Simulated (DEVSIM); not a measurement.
System: Ru/La2O3/SiO2/n-Si capacitor, at 250 K.

Layer 1 from the left is La2O3, thickness (nm) 2.60. Layer 2 from the left is SiO2, thickness (nm) 0.990. Layer 3 from the left is Si, thickness (nm) 1700, Nd (cm⁻³) 1.2e17.

Metal gate on the left, work function 4.7 eV. Fixed charge at the semiconductor interface 6.9e11 cm⁻² (in units of +e); no interface traps.

The device is made up for the run: typed textbook-type constants, with dimensions and the other settings drawn at random. Values at 300 K; Nc and Nv go as T^1.5, mobilities as T to minus their exponent, the gap by Varshni's rule with the affinity fixed.

La2O3: gap (eV) 5.8, affinity (eV) 1.8, permittivity 27. SiO2: gap (eV) 9, affinity (eV) 0.9, permittivity 3.9. Si: gap (eV) 1.124, affinity (eV) 4.05, permittivity 11.7, Nc (cm⁻³) 2.86e19, Nv (cm⁻³) 3.1e19, Varshni α (eV/K) 0.000473, Varshni β (K) 636.

**Question.** Estimate by hand the flat-band voltage, the threshold voltage, and compare with a numerical solution.

**Answer.** 
- Flat-band voltage: C = 2.53 μF/cm², work-function difference 0.538 V; VFB = φms − qNf/C = 0.49 V; numerical 0.49 V.
- Threshold voltage: φF = 0.455 V, depletion charge √(4εqNφF) = 1.90e-7 C/cm²; VT = VFB − 2φF − Qd/C = -0.49 V; numerical -0.49 V.

Model (solved in DEVSIM): 1D Poisson equation in equilibrium, Boltzmann statistics, complete ionisation; no quantum confinement or tunnelling. Metal contacts follow the ideal Schottky-Mott rule: no Fermi-level pinning, no interface dipoles.
